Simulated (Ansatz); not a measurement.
Model: Si(111) 1x1 surface, 6 top atoms, 3 bilayers, bottom bilayer H-capped and fixed, every top atom capped by F; cell 11.5 x 6.6 Å; about 7 Å thick over the host's atoms, 18 atoms held. These are PBE-D3(BJ) (plane waves to 420 eV, PAW; Ansatz, a program for electronic structure) values and carry that method's errors. Sampling: 1x2x1 k points. The slab states were run without spin polarisation. Slab thickness, cell and mesh are as stated and are not converged limits. No zero-point or entropy terms are included. Each state was relaxed from one prepared geometry.

One CF2 a cell is brought to Si(111):F. Relaxed result near the molecule:

```
atom   x (Å)   y (Å)   z (Å)
-----  -----  ------  ------
F(30)  3.586  -0.135  11.124
F(31)  5.750   3.685  11.111
F(46)  7.923  -0.141  11.122
C(d0)  5.767   1.389  12.374
F(d1)  4.727   1.619  13.136
F(d2)  6.811   1.639  13.122
```

Task: What is the adsorption energy against the free CF2 and the slab before, and how much of it is dispersion?

Result: -0.14 eV (negative: bound); the D3 term gives -0.17 eV of it. Its closest contacts to the rest of the cell: C(d0)...F(31) 2.62 Å, F(d2)...F(46) 2.90 Å, F(d1)...F(30) 2.90 Å.
